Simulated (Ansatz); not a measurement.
Here is the system:

```xyz
5
Lattice="5.8373 0.0000 0.0000 0.0000 5.8373 0.0000 0.0000 0.0000 5.8373" Properties=species:S:1:pos:R:3 pbc="T T T"
Na     0.0000     0.0000     0.0000
Pb     2.9187     2.9187     2.9187
Br     0.0000     2.9187     2.9187
Br     2.9187     2.9187     0.0000
Br     2.9187     0.0000     2.9187
```

A single point on CsPbBr3 with a change (Cs → Na), its geometry relaxed with PBEsol.

Computed with PBEsol (Ansatz, a quantum-chemistry and plane-wave program), with spin-orbit coupling. k-mesh 6×6×6 (Γ-centred); smearing 0.05 eV (Fermi–Dirac).

Task: What band gap does the calculation give?

Result: 0.16 eV.

Task: What is the computed width of the top valence band?

Result: 2.17 eV.

Task: What is the computed pressure?

Result: -0.11 GPa.

Single points use the geometry relaxed with PBEsol. Stability against distortions was not tested. The cell was made from CsPbBr3 by this change: Cs → Na; the result is a hypothetical phase, not in the database extracts checked. Many cubic perovskites are stable only at high temperature; tilts and polar distortions were not tested. The zero or small gap of NaPbBr3 can change with the level of theory.
